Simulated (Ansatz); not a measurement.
Levels about the gap of amorphous Si10Al16O44 (70 atoms in a cell of 896 Å³, 2.63 g/cm³; zone centre alone, so wide bands show as single levels with stretches between that a denser mesh fills), at the geometry that PBE relaxed, where it gives 0.1 GPa on a denser mesh. The participation number counts the atoms over which a state spreads; weights are charges in smoothed Voronoi cells. The levels come from a single point, so bond lengths are those of that geometry. Method of the levels: PBE, scalar-relativistic without spin-orbit coupling (Ansatz, a program for electronic structure). Sampling: the zone centre alone; Fermi-Dirac width 0.02 eV; no spin polarisation. At PBE the levels at the filled edge of the gap are localised (band-tail or defect states).

The cell was made by melting and quenching with the CHGNet potential and then relaxed with DFT. O atoms were pushed apart under 1.9 Å during the dynamics, to hinder bonds among them. The hot cell started wider than the set density and was brought back towards it in steps. It is the lowest in DFT energy of 8 quenches. It is a model cell: composition and starting density were chosen by hand, and all elements were melted together. No dispersion term was used. Its density started from a set value of 2.67 and ended at 2.63 g/cm³. The simulated quench (nominally 280 K/ps over its main leg) is rapid and tends to freeze in more defects than a deposited or slowly cooled glass has. One small periodic cell is one sample of the glass; other quenches scatter about these values. Volume and shape were free in the relaxation.

```csv
"E - E(highest filled), eV",filling,participation number,largest on,weight O,weight Al,weight Si
-0.33,filled,11.4,"O, 2 neighbours",0.95,0.04,0.01
-0.28,filled,16.3,"O, 2 neighbours",0.95,0.03,0.02
-0.22,filled,16.8,"O, 2 neighbours",0.96,0.03,0.02
-0.14,filled,14.2,"O, 3 neighbours",0.96,0.03,0.01
-0.09,filled,7.4,"O, 2 neighbours",0.96,0.02,0.02
-0.08,filled,10.8,"O, 2 neighbours",0.95,0.03,0.02
0.00,filled,5.0,"O, 2 neighbours",0.95,0.02,0.03
4.07,empty,48.7,"Al, 4 neighbours",0.61,0.30,0.09
5.74,empty,17.0,"Al, 4 neighbours",0.54,0.35,0.11
5.93,empty,32.6,"Si, 4 neighbours",0.59,0.27,0.14
6.25,empty,34.1,"Al, 4 neighbours",0.64,0.31,0.06
6.46,empty,36.1,"Al, 4 neighbours",0.61,0.33,0.06
```

Most localised among these is the filled level at +0.00 eV, on a O atom, which has 2 neighbours (Si 1.62 Å, Al 1.75 Å).
